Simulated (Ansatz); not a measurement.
## Worked sum: formation energy of the neutral V_Ga in GaN (wurtzite, P6₃mc)

This concerns the formation energy of the neutral V_Ga in GaN (wurtzite, P6₃mc). Reaction: 36 GaN (wurtzite) → cell A + Ga (Cmce).

A: a supercell of 72 sites of GaN (wurtzite, P6₃mc) with one empty Ga site amid 4 N; an odd number of electrons; spin state with PBE: parallel moments, net moment 3.0 μB a cell.

Ansatz (a program for electronic structure) with PAW potentials; structures come from PBE relaxations, nuclei static, no net charge. Ansatz runs with its default PAW set. Other levels take these structures. The lattices are those relaxed with PBE, so at other levels the solids can be strained, which adds to the spread. Larger cells are relaxed from a start prepared with the learned potential CHGNet, on a coarser mesh till forces fall under 0.03 eV/Å, which some starts already meet. A dispersion term (D3(BJ), or D4 for r2SCAN) was computed beside these levels and is taken off wherever the name lacks it. The PAW files were made for PBE and serve at the other functionals too. Space groups of crystals are read within 0.01 Å. No search over spin orders was made beyond those shown. Mesh and cell size may move defect energies by 0.1 eV or more. The value holds for the reservoirs listed; other chemical potentials shift it. Cell A has symmetry P3m1 within 0.02 Å and got no random move, so less symmetric positions, which may lie lower, weren't tried.

Total energies of the cells in eV, at zero smearing width. They compare only within one column; the weights balance every element.

```csv
cell,atoms,weight,r2SCAN,r2SCAN+D4
A: GaN:V_Ga,71,+1,-146551.80240,-146561.67369
Ga (Cmce),4,+1/4,-15161.02595,-15161.62017
GaN (wurtzite),72,−1,-150349.38793,-150359.61217
```

r2SCAN: (-146551.80240) + 1/4 × (-15161.02595) − (-150349.38793) = 7.329 eV.

r2SCAN+D4: (-146561.67369) + 1/4 × (-15161.62017) − (-150359.61217) = 7.533 eV.

What follows from the r2SCAN value: The value above is the Ga-rich limit, with Ga (Cmce) as reservoir. The host forms with -0.65 eV/atom at this level, so before it gives way to its other element Δμ(Ga) can go down to -0.65 × 2 = -1.30 eV (other compounds may narrow the range). The defect releases 1 Ga, so the Ga-poor limit is 7.33 + 1 × (-1.30) = 6.03 eV.
